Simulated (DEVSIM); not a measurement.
System: In0.52Al0.48As/In0.53Ga0.47As n-p heterojunction, at 400 K.

Layer 1 from the left is In0.52Al0.48As, thickness (μm) 0.0780, Nd (cm⁻³) 3.7e16, τn (s) 6.2e-10, τp (s) 6.2e-10. Layer 2 from the left is In0.53Ga0.47As, thickness (μm) 2.90, Na (cm⁻³) 7.5e15, τn (s) 6.2e-10, τp (s) 6.2e-10.

Left contact: ohmic. Right contact: ohmic. Voltage is applied to the left contact. Recombination: SRH at mid-gap. Mobility is constant in doping.

This is a model device: material constants are rounded textbook-type values typed into the input, and sizes, dopings and lifetimes were drawn at random. Values at 300 K; Nc and Nv go as T^1.5, mobilities as T to minus their exponent, the gap by Varshni's rule with the affinity fixed.

In0.52Al0.48As: gap (eV) 1.45, affinity (eV) 4, permittivity 12.5, Nc (cm⁻³) 5.1e17, Nv (cm⁻³) 1.1e19, μn (cm²/Vs) 4000, μp (cm²/Vs) 75, T exponent of μn 1.5, T exponent of μp 1.5, Varshni α (eV/K) 0.00042, Varshni β (K) 180. In0.53Ga0.47As: gap (eV) 0.74, affinity (eV) 4.51, permittivity 13.9, Nc (cm⁻³) 2.1e17, Nv (cm⁻³) 7.7e18, μn (cm²/Vs) 12000, μp (cm²/Vs) 300, T exponent of μn 1.6, T exponent of μp 1.6, Varshni α (eV/K) 0.00035, Varshni β (K) 190.

DEVSIM, 1D drift-diffusion, Boltzmann statistics, complete ionisation; no tunnelling, impact ionisation, image-force lowering or self-heating. Band offsets follow the typed affinities; no thermionic-emission limit at abrupt steps, no polarisation charge.

What does the simulation give for the dark forward voltage at 1 A/cm², the largest field in the device at zero bias, the dark forward voltage at 100 A/cm²?

dark forward voltage at 1 A/cm² 0.081 V; largest field in the device at zero bias 72000 V/cm; dark forward voltage at 100 A/cm² 0.347 V.
